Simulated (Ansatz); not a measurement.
Start from Ti3Al (space group P6_3/mmc, No. 194; a = 5.7474 Å, c = 4.6319 Å).

The values are results of DFT with r2SCAN, PAW potentials and a 500 eV plane-wave cutoff in Ansatz (a quantum-chemistry and plane-wave program), no spin-orbit coupling, earlier PAW set, not measurements.

Base values:

| Item | Result |
|---|---|
| Lattice parameter a | 10.861 bohr |

Modification: hydrostatic tension (pressure −1 GPa).

**Question.** How does this affect the lattice parameter a?

**Answer.** The lattice parameter a grows by 0.031 bohr, from 10.861 bohr to 10.892 bohr.

Load acts through the strain it causes; cell and atoms are relaxed under it. No phonon test of stability was made. The final runs are not spin-polarised.
